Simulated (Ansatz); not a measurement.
Consider WO3 (space group P6/mmm, No. 191; a = 7.3895 Å, c = 3.7995 Å).

Level of theory: DFT with PBEsol, PAW potentials and a 420 eV plane-wave cutoff in Ansatz (an electronic-structure program), without spin-orbit coupling.

One change was made to it. Results:

| quantity | base | after |
|---|---|---|
| lattice parameter a | 7.390 Å | 7.404 Å |
| electron mass | 0.16 mₑ along c, 0.33 mₑ across (at Γ) | 0.16 mₑ along c, 0.33 mₑ across (at Γ) |
| smallest direct gap | 1.37 eV | 1.36 eV |

Task: Which of these changes matches the shifts?
(A) pressure −2 GPa
(B) pressure −1 GPa
(C) pressure 7.5 GPa

Result: B, pressure −1 GPa. For comparison, the lattice parameter a in the other runs: pressure −2 GPa gives 7.419 Å; pressure 7.5 GPa gives 7.286 Å.

With W present, leaving out spin-orbit coupling can change the band edges. Load acts through the strain it causes; cell and atoms are relaxed under it. Effective masses come from finite differences of ±0.01 Å⁻¹. Stability against distortions was not tested. No other phases were tried under pressure.
